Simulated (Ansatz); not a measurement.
Consider ScAl₃ in the Cu3Au type structure (space group Pm-3m, No. 221; a = 4.087 Å; relaxed with 0.1 eV smearing). Axes: x, y, z lie along the cube axes.

Method: r2SCAN, PAW, 500 eV (Ansatz, a quantum-chemistry and plane-wave program; no SOC), earlier PAW set.

A first run, uniaxial strain ε_xx = +1.17 %, gives secant values C11 ≈ 190 GPa and C12 ≈ 39 GPa from its stress. A second run applies uniaxial stress, 3 GPa compression along z.

**Question.** What does linear elasticity predict for Young's modulus in the second run, and what does the run give?

**Answer.** Linear elasticity: (C11 − C12)(C11 + 2 C12)/(C11 + C12) = 180 GPa. The run gives 190 GPa; any difference comes from nonlinear terms at these strains and numerical noise.

Stability under load was not tested beyond the relaxation. The final runs are not spin-polarised.
